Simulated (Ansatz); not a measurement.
**Fermi-surface data of BeNi (Pm-3m)**

Given:

```xyz
2
Lattice="2.5842 0.0000 0.0000 0.0000 2.5842 0.0000 0.0000 0.0000 2.5842" Properties=species:S:1:pos:R:3 pbc="T T T"
Be     0.0000     0.0000     0.0000
Ni     1.2921     1.2921     1.2921
```

Method: PBEsol, rigid bands (plane waves, PAW, scalar-relativistic; Ansatz, an electronic-structure program). Geometry: cell and atoms relaxed with PBEsol.

* **density of states at the Fermi level**: 1.31 states/(eV·cell), both spins
* **bare Sommerfeld coefficient**: 1.55 mJ/(mol of atoms·K²)
* **Drude plasma energy**: 6.5 eV
* **root-mean-square Fermi velocity**: 4.6e5 m/s
* **resistivity times τ**: 11.4 ×10⁻²² Ω·m·s

A metal at this level (no band gap); rigid bands, thermally averaged at 300 K, both spins. Spin-orbit coupling is left out. τ is one relaxation time for all states.

Computed structure with no diffraction record at hand here (it may be known, metastable or hypothetical): BeNi (Pm-3m). Treated as nonmagnetic (a ferromagnetic start lost its moment, other orders weren't tried): BeNi (Pm-3m).
